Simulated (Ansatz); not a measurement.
The reference is NbP (space group I4_1md, No. 109; a = 3.3401 Å, c = 11.4491 Å; relaxed with 0.1 eV smearing). Axes: x, y, z lie along a, b, c of the conventional cell.

The values are results of r2SCAN (Ansatz, an electronic-structure program), without spin-orbit coupling, not measurements.

The change: tensor shear ε_xy = +3.80 % (engineering shear γ = 0.0760); the atoms relax in the strained cell.

Q: Predict the stress tensor and what it implies for the stiffness.

A: Stress of the strained cell less that of the base (GPa, compression positive):
```
    1.8   -13.8     0.0
  -13.8     1.8     0.0
    0.0     0.0     1.1
```

Then −Δσ/γ with γ = 2ε = 0.0760 gives secant stiffness values (nonlinear terms included at this strain): C66 ≈ 182 GPa.

As a check, the harmonic strain energy −½ V₀ Δσ:ε is 52 meV/atom; the computed energy rise is 53 meV/atom.

Whether these cells are dynamically stable was not tested. All final runs are without spin polarisation.
